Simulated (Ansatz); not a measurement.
# GaAs in the rock salt structure (space group Fm-3m, No. 225; a hypothetical phase, not in the database extracts checked)

```cif
data_AsGa
_chemical_formula_sum 'As1 Ga1'
_space_group_name_H-M_alt 'P 1'
_space_group_IT_number 1
_cell_length_a 3.76864
_cell_length_b 3.76864
_cell_length_c 3.76864
_cell_angle_alpha 60.000
_cell_angle_beta 60.000
_cell_angle_gamma 60.000
loop_
_space_group_symop_operation_xyz
  'x, y, z'
loop_
_atom_site_label
_atom_site_type_symbol
_atom_site_fract_x
_atom_site_fract_y
_atom_site_fract_z
_atom_site_occupancy
As1 As 0.00000 0.00000 0.00000 1
Ga1 Ga 0.50000 0.50000 0.50000 1
```

All numbers come from Kohn–Sham DFT with the r2SCAN functional, run in Ansatz (a first-principles code) with PAW and 500 eV plane waves, spin-orbit coupling left out. Settings: 15×15×15 k-points, 0.05 eV Fermi–Dirac smearing.

The volume per atom is 18.92 Å³ and the density comes out as 6.35 g/cm³. The band gap is zero. The total energy is -4327.459 eV/atom (σ→0; compares only within this code and set-up).

Stability against distortions was not tested. All final runs are without spin polarisation.
